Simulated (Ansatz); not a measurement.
The starting structures come from a database of crystals and need not be the phases stable at ambient conditions.

The decay constant κ of evanescent states in the gap governs leakage through a thin film.

Data:

```xyz
11
Lattice="5.5301 0.0000 0.0000 0.0000 11.3145 0.0000 2.7651 0.0000 2.7651" Properties=species:S:1:pos:R:3 pbc="T T T"
Rb     2.7651     5.6572     0.0000
La     2.7651     0.0000     0.0000
Ta     0.0000     2.3045     0.0000
Ta     0.0000     9.0099     0.0000
O      0.0000     0.0000     0.0000
O      1.3825     1.8736     1.3825
O      1.3825     9.4409     1.3825
O      4.1476     1.8736     1.3825
O      4.1476     9.4409     1.3825
O      0.0000     4.1069     0.0000
O      0.0000     7.2075     0.0000
```

Space group of this cell: P4/mmm. The cell is taken as given; by r2SCAN its mean pressure is -4.3 GPa.

Transport runs along the normal of the first two printed cell vectors, the (110) plane of the conventional cell.

No gap correction and no spin-orbit coupling; mid-gap values are interpolated between computed energies.

Q: Give the band gap and the smallest decay constant κ at mid-gap that r2SCAN (Ansatz, a first-principles code) yields.

A: Gap 2.78 eV on a 12×4×12 mesh; κ = 0.282 1/Å, at the zone centre.
